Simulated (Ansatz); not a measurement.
Parameter sweep on C6Hg4S6CdN6Br4 (Fmm2, 27 atoms in the cell)

```xyz
27
Lattice="0.0000 11.0272 3.1457 9.1210 0.0000 3.1457 9.1210 11.0272 0.0000" Properties=species:S:1:pos:R:3 pbc="T T T"
C     11.4980    12.3747     4.4858
C      6.7441     9.6796     4.4858
C     11.4980     9.6796     4.4858
C      6.7441    12.3747     4.4858
C      9.1210    13.7884     2.2020
C      9.1210     8.2660     2.2020
Hg    11.8566    15.2215     3.3785
Hg     6.3854     6.8328     3.3785
Hg    11.8566     6.8328     3.3785
Hg     6.3854    15.2215     3.3785
S     12.6071    12.9792     3.3911
S      5.6350     9.0751     3.3911
S     12.6071     9.0751     3.3911
S      5.6350    12.9792     3.3911
Cd     9.1210    11.0272     0.2120
S      9.1210    15.0785     3.5546
S      9.1210     6.9758     3.5546
N      9.1210     9.1592     1.5099
N      9.1210    12.8952     1.5099
Br    11.9693    17.6856     3.3797
Br     6.2727     4.3687     3.3797
Br    11.9693     4.3687     3.3797
Br     6.2727    17.6856     3.3797
N     10.7737    11.9424     5.2093
N      7.4683    10.1119     5.2093
N     10.7737    10.1119     5.2093
N      7.4683    11.9424     5.2093
```

Base run A: PBEsol, default PAW files made with PBE (Ansatz, a first-principles code), self-consistent single point.

Its settings: kpoints.mp_grid.grid = 3 3 3; hamiltonian.xc = pbesol; hamiltonian.pseudopotentials = {kind: paw} (the program's default PAW files); scf.occupations.method = cold; scf.occupations.width = 0.136 eV.

The starting cell comes from a database of published, mostly measured structures (it also holds non-ambient and calculated ones), without a prior relaxation at this level. Its lattice was rescaled by a random factor within 2.5 % of one. Spin-orbit coupling is off. In the base run, with a pressure of about 6 GPa the cell is away from its equilibrium volume at this level. In the base run, forces exceed 1 eV/Å. Ansatz's pressure includes its estimate of the finite-basis (Pulay) stress.

Run A gave: pressure (GPa) 5.59; largest force (eV/Å) 8.817; gap on the mesh (eV) 1.570.

Runs:
- B: hamiltonian.xc: pbesol → lda [LDA (PW92)]
- C: hamiltonian.xc: pbesol → rpbe [RPBE]
- D: hamiltonian.xc: pbesol → revpbe [revPBE]
- E: hamiltonian.xc: pbesol → blyp [BLYP]
- F: hamiltonian.xc: pbesol → r2scan [r2SCAN]

Q: What does run C change against A?

A: The pressure goes from 5.59 to 9.73 GPa, the largest force goes from 8.817 to 8.943 eV/Å and the gap on the mesh goes from 1.570 to 1.748 eV.

Q: What does run B change against A?

A: The pressure goes from 5.59 to 3.46 GPa, the largest force goes from 8.817 to 8.356 eV/Å and the gap on the mesh goes from 1.570 to 1.461 eV.

Q: What does run F change against A?

A: The pressure goes from 5.59 to 6.02 GPa, the largest force goes from 8.817 to 8.056 eV/Å and the gap on the mesh goes from 1.570 to 1.953 eV.

| run | pressure (GPa) | largest force (eV/Å) | gap on the mesh (eV) |
|---|---|---|---|
| A | 5.59 | 8.817 | 1.570 |
| B | 3.46 | 8.356 | 1.461 |
| C | 9.73 | 8.943 | 1.748 |
| D | 9.27 | 8.884 | 1.732 |
| E | 9.82 | 8.103 | 1.626 |
| F | 6.02 | 8.056 | 1.953 |

Keys are those of Ansatz 0.2.
